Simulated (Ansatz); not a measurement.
Worked example: self-consistent single point of a (111) slab of YAl2 (cut from a parent of space group no. 227; 12 atoms in the cell) in Ansatz (a quantum-chemistry and plane-wave program).

Computed with PBEsol, default PAW files made with PBE (plane waves; Ansatz).

The change in words: vacuum of 4 angstrom (first run: 14 Å). Reference geometry:
```yaml
crystal:
  lattice:
    - [5.53334, 0.00000, 0.00000]
    - [2.76667, 4.79201, 0.00000]
    - [0.00000, 0.00000, 21.34171]
  atoms:
    - { symbol: Al, position: [0.82224, 0.32224, 0.32800] }
    - { symbol: Al, position: [0.48891, 0.48891, 0.43385] }
    - { symbol: Al, position: [0.32224, 0.32224, 0.32800] }
    - { symbol: Al, position: [0.32224, 0.82224, 0.32800] }
    - { symbol: Al, position: [0.15557, 0.65557, 0.53969] }
    - { symbol: Al, position: [0.82224, 0.82224, 0.64554] }
    - { symbol: Al, position: [0.65557, 0.65557, 0.53969] }
    - { symbol: Al, position: [0.65557, 0.15557, 0.53969] }
    - { symbol: Y, position: [0.82224, 0.82224, 0.40739] }
    - { symbol: Y, position: [0.15557, 0.15557, 0.46031] }
    - { symbol: Y, position: [0.15557, 0.15557, 0.61908] }
    - { symbol: Y, position: [0.48891, 0.48891, 0.67200] }
```

Reference input (self-consistent single point, DFT, PBEsol, plane waves, default PAW files made with PBE): basis.ecutwfc = 420 eV; kpoints.mp_grid.grid = 6 6 1; hamiltonian.xc = pbesol; hamiltonian.pseudopotentials = {kind: paw} (the program's default PAW files); scf.occupations.method = fermi_dirac; scf.occupations.width = 0.1 eV. This run's input differs from it in these lines:

Ansatz 0.2 input:
```diff
@@ -5,16 +5,16 @@
     - [2.76667000, 4.79201300, 0.00000000]
-    - [0.00000000, 0.00000000, 21.34171200]
+    - [0.00000000, 0.00000000, 11.34172000]
   atoms:
-    - { symbol: Al, position: [0.82223900, 0.32223900, 0.32799600] }
-    - { symbol: Al, position: [0.48890600, 0.48890600, 0.43384600] }
-    - { symbol: Al, position: [0.32223900, 0.32223900, 0.32799600] }
-    - { symbol: Al, position: [0.32223900, 0.82223900, 0.32799600] }
-    - { symbol: Al, position: [0.15557200, 0.65557200, 0.53969400] }
-    - { symbol: Al, position: [0.82223900, 0.82223900, 0.64554400] }
-    - { symbol: Al, position: [0.65557200, 0.65557200, 0.53969400] }
-    - { symbol: Al, position: [0.65557200, 0.15557200, 0.53969400] }
-    - { symbol: Y, position: [0.82223900, 0.82223900, 0.40738600] }
-    - { symbol: Y, position: [0.15557200, 0.15557200, 0.46031000] }
-    - { symbol: Y, position: [0.15557200, 0.15557200, 0.61907900] }
-    - { symbol: Y, position: [0.48890600, 0.48890600, 0.67200400] }
+    - { symbol: Al, position: [0.82223900, 0.32223900, 0.17634000] }
+    - { symbol: Al, position: [0.48890600, 0.48890600, 0.37551800] }
+    - { symbol: Al, position: [0.32223900, 0.32223900, 0.17634000] }
+    - { symbol: Al, position: [0.32223900, 0.82223900, 0.17634000] }
+    - { symbol: Al, position: [0.15557200, 0.65557200, 0.57469200] }
+    - { symbol: Al, position: [0.82223900, 0.82223900, 0.77387000] }
+    - { symbol: Al, position: [0.65557200, 0.65557200, 0.57469200] }
+    - { symbol: Al, position: [0.65557200, 0.15557200, 0.57469200] }
+    - { symbol: Y, position: [0.82223900, 0.82223900, 0.32572800] }
+    - { symbol: Y, position: [0.15557200, 0.15557200, 0.42531500] }
+    - { symbol: Y, position: [0.15557200, 0.15557200, 0.72407100] }
+    - { symbol: Y, position: [0.48890600, 0.48890600, 0.82366000] }
 basis:
```

The program printed (abridged):

```
SCF iter   1: F=—  HF=-19379.048292 eV  |F-HF|=—  |Δ(HF+E_count)|=         —  Δρ=5.04e-3  dr2=9.18e-1  ethr=1.77e-3  ⟨swp⟩=7.3  Hψ=1458  notcnv=0
all-band conjugate gradients solve this SCF's bands
preconditioner: auto → Kerker (q_TF=auto, 2.130 Å⁻¹)
SCF iter   2: F=—  HF=-19378.999638 eV  |F-HF|=—  |Δ(HF+E_count)|=   4.87e-2  Δρ=2.37e-3  dr2=1.23e-1  ethr=1.35e-3  ⟨swp⟩=1.0  Hψ=378  notcnv=0
   [... lines left out ...]
SCF iter   6: F=—  HF=-19378.987850 eV  |F-HF|=—  |Δ(HF+E_count)|=   1.03e-4  Δρ=2.80e-5  dr2=5.97e-6  ethr=1.45e-7  ⟨swp⟩=2.1  Hψ=415  notcnv=0
SCF iter   7: F=—  HF=-19378.987852 eV  |F-HF|=—  |Δ(HF+E_count)|=   1.98e-6  Δρ=1.01e-5  dr2=1.15e-6  ethr=8.78e-9  ⟨swp⟩=2.0  Hψ=469  notcnv=0
SCF iter   8: F=—  HF=-19378.987852 eV  |F-HF|=—  |Δ(HF+E_count)|=   3.67e-7  Δρ=3.87e-6  dr2=1.60e-7  ethr=1.68e-9  ⟨swp⟩=2.0  Hψ=394  notcnv=0
SCF iter   9: F=-19378.987852 eV  HF=-19378.987852 eV  |F-HF|=5.48e-9  |Δ(HF+E_count)|=   4.40e-8  Δρ=1.54e-6  dr2=2.71e-8  ethr=1.47e-10  ⟨swp⟩=9.1  Hψ=1273  notcnv=0
SCF 1 converged in 9 iterations: F = -19378.987852 eV  dr2 = 2.71e-8
Free energy (F): -19378.987852 eV
Internal energy: -19378.689818 eV  (E = F + TS)
E sigma→0 (E₀):  -19378.838835 eV
Entropy (-TS):   -0.298034 eV (-24.836 meV/atom)
Fermi energy:    6.849333 eV
--- Forces (eV/Å), atoms counted from 1 ---
  atom   1  Al     0.18981000    -0.10958686     0.06605573
  atom   2  Al    -0.00000000     0.00000000    -0.19562102
  atom   3  Al    -0.18981000    -0.10958686     0.06605573
  atom   4  Al    -0.00000000     0.21917371     0.06605573
  atom   5  Al    -0.00393642     0.00227269     0.10087234
  atom   6  Al     0.00000000    -0.00000000     0.52590034
  atom   7  Al     0.00393642     0.00227269     0.10087234
  atom   8  Al     0.00000000    -0.00454538     0.10087234
   [... lines left out ...]
  atom  12  Y      0.00000000     0.00000000     0.20085518
--- Stress (GPa, compression-positive) ---
       -2.628291      -0.000000      -0.000000
       -0.000000      -2.628291       0.000000
       -0.000000      -0.000000      -2.562254
  P = ⅓ Tr σ = -2.6063 GPa (-26.063 kbar)
  The stress holds the Pulay correction. Without it, at fixed plane waves, as pw.x and ABINIT print it: P = -2.6334 GPa
```

The run converged in 9 iterations. Against the reference run the free energy falls by 45.6 meV/atom and the largest force goes from 0.865 to 0.795 eV/Å.

The starting cell comes from a database of computed structures (which also holds hypothetical and non-ambient phases and stackings), without a prior relaxation at this level. The slab is cut from that crystal, and its faces are unrelaxed. Its lattice was rescaled by up to half a per cent. The two faces of this cut differ, and no dipole correction was used.
